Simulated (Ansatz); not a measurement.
# Ca2BeN2 (model structure, started from the Ca2ZnN2 type, I4/mmm, No. 139, 5 atoms in the cell)

The numbers are results of PBE in Ansatz (plane waves, PAW), not measurements.

Run with plane-wave cutoff 520 eV, 14×14×14 k mesh, Fermi–Dirac smearing 0.01 eV, scalar-relativistic PAW data made under PBE.

Cell (relaxed at this level):

BeCa2N2 has the tetragonal space group I4/mmm (No. 139), Pearson symbol tI10. Lattice parameters: a = 3.562 Å, b = 3.562 Å, c = 11.547 Å, α = 90.00°, β = 90.00°, γ = 90.00°. Ca on 4e is surrounded by 5 N at 2.434–2.531 Å (square pyramidal). Be on 2a is surrounded by 2 N at 1.543 Å (linear). N on 4e has 1 Be at 1.543 Å and 5 Ca at 2.434–2.531 Å (octahedral). (Neighbours: up to the widest gap in distance over summed covalent radii, below 1.35, at either atom; cation-cation and far metal-metal contacts left out.)
(The calculation used a cell of 5 atoms; values per cell refer to that cell.)

```yaml
band_gap: 1.03 eV (on the SCF k mesh)
bulk_modulus: 85.4 GPa
```

Note: the bulk modulus is −V dP/dV from two relaxed cells at ±2 % in volume; the relaxation could raise the start's symmetry but not lower it, so the cell can be a saddle point.

Static lattice: no zero-point or thermal effects.

A model structure was made by putting elements into a prototype or built by hand; it is no filed structure, need not be a known phase, and can be a saddle point held by its symmetry.

Ansatz is an electronic-structure program.
